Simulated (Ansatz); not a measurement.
Levels about the gap of amorphous Hf$_{18}$O$_{39}$La$_{2}$ (59 atoms in a cell of 778 Å³, 8.78 g/cm³; zone centre alone, so wide bands show as single levels with stretches between that a denser mesh fills), at the geometry that PBE relaxed, where it gives 0.1 GPa on a denser mesh. The participation number counts the atoms over which a state spreads; weights are charges in smoothed Voronoi cells. The levels come from a single point, so bond lengths are those of that geometry. Method of the levels: r2SCAN, scalar-relativistic without spin-orbit coupling (Ansatz, a program for electronic structure). Sampling: the zone centre alone; Fermi-Dirac width 0.02 eV; no spin polarisation. At PBE the levels at the filled edge of the gap are localised (band-tail or defect states), and the nearest spread-out levels lie 4.2 eV apart at the zone centre.

A CHGNet melt-quench gave the starting glass, which DFT then relaxed. O atoms were pushed apart under 1.9 Å during the dynamics, to hinder bonds among them. The hot cell started wider than the set density and was brought back towards it in steps. It is the lowest in DFT energy of 2 quenches. It is a model cell: composition and starting density were chosen by hand, and all elements were melted together. No dispersion term was used. Its density started from a set value of 8.75 and ended at 8.78 g/cm³. The quench (nominally 380 K/ps over its main leg) was far faster than any real one, so the model tends to hold more defects than a real film. A cell of this size samples the disorder only roughly. Volume and shape were free in the relaxation.

```json
[
 {"E - E(highest filled), eV": "-0.45", "filling": "filled", "participation number": "24.6", "largest on": "O, 4 neighbours", "weight O": "0.94", "weight Hf": "0.05", "weight La": "0.01"},
 {"E - E(highest filled), eV": "-0.37", "filling": "filled", "participation number": "18.4", "largest on": "O, 3 neighbours", "weight O": "0.94", "weight Hf": "0.06", "weight La": "0.00"},
 {"E - E(highest filled), eV": "-0.34", "filling": "filled", "participation number": "25.1", "largest on": "O, 4 neighbours", "weight O": "0.94", "weight Hf": "0.05", "weight La": "0.01"},
 {"E - E(highest filled), eV": "-0.27", "filling": "filled", "participation number": "14.4", "largest on": "O, 3 neighbours", "weight O": "0.95", "weight Hf": "0.05", "weight La": "0.00"},
 {"E - E(highest filled), eV": "-0.19", "filling": "filled", "participation number": "9.2", "largest on": "O, 3 neighbours", "weight O": "0.95", "weight Hf": "0.04", "weight La": "0.01"},
 {"E - E(highest filled), eV": "-0.10", "filling": "filled", "participation number": "8.2", "largest on": "O, 3 neighbours", "weight O": "0.95", "weight Hf": "0.05", "weight La": "0.00"},
 {"E - E(highest filled), eV": "0.00", "filling": "filled", "participation number": "5.5", "largest on": "O, 3 neighbours", "weight O": "0.96", "weight Hf": "0.04", "weight La": "0.00"},
 {"E - E(highest filled), eV": "4.46", "filling": "empty", "participation number": "28.6", "largest on": "Hf, 5 neighbours", "weight O": "0.49", "weight Hf": "0.41", "weight La": "0.10"},
 {"E - E(highest filled), eV": "4.67", "filling": "empty", "participation number": "22.1", "largest on": "Hf, 7 neighbours", "weight O": "0.37", "weight Hf": "0.60", "weight La": "0.02"},
 {"E - E(highest filled), eV": "4.72", "filling": "empty", "participation number": "21.6", "largest on": "Hf, 7 neighbours", "weight O": "0.36", "weight Hf": "0.57", "weight La": "0.07"},
 {"E - E(highest filled), eV": "4.73", "filling": "empty", "participation number": "23.4", "largest on": "Hf, 6 neighbours", "weight O": "0.37", "weight Hf": "0.59", "weight La": "0.05"},
 {"E - E(highest filled), eV": "4.83", "filling": "empty", "participation number": "27.2", "largest on": "Hf, 7 neighbours", "weight O": "0.35", "weight Hf": "0.58", "weight La": "0.07"},
 {"E - E(highest filled), eV": "4.96", "filling": "empty", "participation number": "25.1", "largest on": "La, 6 neighbours", "weight O": "0.34", "weight Hf": "0.48", "weight La": "0.19"},
 {"E - E(highest filled), eV": "5.00", "filling": "empty", "participation number": "30.7", "largest on": "Hf, 7 neighbours", "weight O": "0.35", "weight Hf": "0.59", "weight La": "0.06"}
]
```

Most localised among these is the filled level at +0.00 eV, on a O atom, which has 3 neighbours (Hf 2.07 Å, Hf 2.08 Å, Hf 2.31 Å).
